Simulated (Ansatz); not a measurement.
Data:

```xyz
2
Lattice="0.0000 2.2031 2.2031 2.2031 0.0000 2.2031 2.2031 2.2031 0.0000" Properties=species:S:1:pos:R:3 pbc="T T T"
B      0.0000     0.0000     0.0000
P      1.1015     1.1015     1.1015
```

All values below come from PBEsol, rigid bands (plane waves, PAW, scalar-relativistic; Ansatz, an electronic-structure program). Condition of this run: hydrostatic pressure 15 GPa (the target of the relaxation). Geometry: cell and atoms relaxed with PBEsol, then loaded as said.

Q: Predict the electron conductivity mass (n e² τ/σ) at 300 K, by direction if it differs.

A: 0.34 mₑ.

Q: What conductivity effective mass do dilute holes have at 300 K?

A: 0.40 mₑ.

Q: And the band gap?

A: 1.00 eV at this level; semilocal functionals usually fall short of the measured gap.

Rigid bands, one relaxation time for all states, no polarons. Spin-orbit coupling is left out; where it splits the top of the valence band it changes the hole mass and lowers the gap by about a third of the splitting.
